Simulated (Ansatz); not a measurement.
Consider NaMgF3 in the cubic perovskite structure (space group Pm-3m, No. 221; a = 3.887 Å; a cell from a computed database, its experimental status unchecked).

Computed with r2SCAN/PAW in Ansatz (a program for electronic structure), without spin-orbit coupling.

One change was made to it. Results:

The band gap rises by 1.82 eV (7.07 eV → 8.89 eV); the lattice parameter a drops by 0.3896 Å, from 3.887 Å to 3.498 Å; the smallest direct gap goes up by 1.90 eV to 9.42 eV.

Q: What was done to the base?
A. pressure 15 GPa
B. pressure 50 GPa
C. pressure −2 GPa
D. pressure 7 GPa

A: B, pressure 50 GPa. For comparison, the band gap in the other runs: pressure 15 GPa gives 7.81 eV; pressure −2 GPa gives 6.93 eV; pressure 7 GPa gives 7.45 eV.

Load acts through the strain it causes; cell and atoms are relaxed under it. Stability against distortions was not tested. Competing high-pressure phases were not computed. Many cubic perovskites are stable only at high temperature; tilts and polar distortions were not tested.
